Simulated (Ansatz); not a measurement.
**CsBr in the CsCl type structure (space group Pm-3m, No. 221)**

CsBr has the cubic space group Pm-3m (No. 221), the CsCl type structure, Pearson symbol cP2. Conventional cell: a = b = c = 4.3890 Å, α = β = γ = 90.00°. Cs on 1a is surrounded by 8 Br at 3.801 Å (cubic). Br on 1b is surrounded by 8 Cs at 3.801 Å (cubic). (Neighbours: up to the widest gap in distance over summed covalent radii, below 1.35, at either atom; cation-cation and far metal-metal contacts left out.)

Level of theory: PBE/PAW in Ansatz (a quantum-chemistry and plane-wave program), no SOC. Γ-centred 8×8×8 mesh, Fermi–Dirac width 0.05 eV.

| Property | Result |
|---|---|
| Volume per atom | 42.27 Å³ |
| Density | 4.18 g/cm³ |
| Band gap | 4.26 eV, indirect, M → Γ |
| Electron mass | 0.32 mₑ |
| Lowest conduction-band minima above the VBM | Γ 4.26 eV; M along ⟨110⟩ 5.22 eV |
| Total energy | -4228.741 eV/atom (σ→0; compares only within this code and set-up) |

Masses are band curvatures over ±0.01 Å⁻¹ around the edge. Whether these cells are dynamically stable was not tested.
